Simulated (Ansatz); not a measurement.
Functionals compared on a constructed model of the (111) surface of fcc Pt, a pseudomorphic layer of Ru in the host's stacking (bottom of the slab: a bare face, its two planes held), in Ansatz (plane waves, PAW). The structure was relaxed with PBE; the other rows are single points on it. Cutoff 420 eV (500 eV for r2SCAN).

Slab: 7 atoms, 13.9 Å thick at the start; k 15x15x1, smearing 0.1 eV, dipole-corrected; 2 atoms held, the rest relaxed; held to the start's symmetry, so lower structures may exist; no spin, no spin-orbit, no U. In PBE it is, or lies within 0.01 eV a 1x1 cell of, the lowest of the 2 structures of its composition computed so far; larger cells were not tried. These notes are the PBE run's.

| functional | work function of the top face (eV) | rough cost of the single point |
|---|---|---|
| PBE | 5.21 | – |
| RPBE | 5.04 | around 30 core-seconds (rough) |
| r2SCAN | 5.24 | roughly 60 core-seconds |

Ansatz is a program for electronic structure.
